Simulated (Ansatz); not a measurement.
**GaP (F-43m): band-edge transport data**

Given:

```
GaP
1.0
    0.00000     2.71923     2.71923
    2.71923     0.00000     2.71923
    2.71923     2.71923     0.00000
Ga P
1 1
Cartesian
  0.00000   0.00000   0.00000
  1.35961   1.35961   1.35961
```

Level of theory: r2SCAN with spin-orbit coupling, rigid bands (plane waves, PAW; Ansatz, a program for electronic structure). How the cell was made: cell and atoms relaxed with PBEsol.

| Quantity | Value |
|---|---|
| band gap | 1.81 eV |
| electron conductivity mass (300 K, dilute) | 0.34 mₑ |
| hole conductivity mass (300 K, dilute) | 0.48 mₑ |
| effective density of states N_c (300 K) | 3.8e19 cm⁻³ |
| effective density of states N_v (300 K) | 2.2e19 cm⁻³ |
| density-of-states mass, electrons | 1.31 mₑ |
| density-of-states mass, holes | 0.91 mₑ |
| Seebeck coefficient, n-type 1e19 cm⁻³, 300 K | -328 μV/K |
| Seebeck coefficient, p-type 1e19 cm⁻³, 300 K | 318 μV/K |
| best p-type power factor at 300 K for τ = 10 fs (best axis; densities from 1e16 to 1e21 cm⁻³ tried, whether or not they can be reached) | 14.5 μW/(cm·K²) at 3e20 cm⁻³ |

Rigid bands; masses and Seebeck coefficients take one relaxation time τ for all states and one kind of carrier; polarons and phonon drag are left out. Geometry: cell and atoms relaxed with PBEsol.
